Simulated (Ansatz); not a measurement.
Start from Tl in the hcp (Mg type) structure (space group P6_3/mmc, No. 194; a = 3.4761 Å, c = 5.4715 Å; relaxed with 0.1 eV smearing). Axes: x lies along a and z along c of the hexagonal cell.

Computed with PBEsol (Ansatz, a quantum-chemistry and plane-wave program; PAW; 420 eV plane waves; no spin-orbit coupling).

Before the change:

| Item | Result |
|---|---|
| Shortest interatomic distance | 3.393 Å |
| Pressure | 0.0 GPa |

The change: tensor shear ε_xz = +1.43 % (engineering shear γ = 0.0286); the atoms relax in the strained cell.

**Question.** Estimate the effect on the energy relative to the base, shortest interatomic distance and pressure.

**Answer.** The energy increases by 0.6 meV/atom; the shortest interatomic distance decreases by 0.040 Å to 3.353 Å; the pressure (mean of the normal stresses, compression positive) stays 0.0 GPa.

Stability against distortions was not tested.
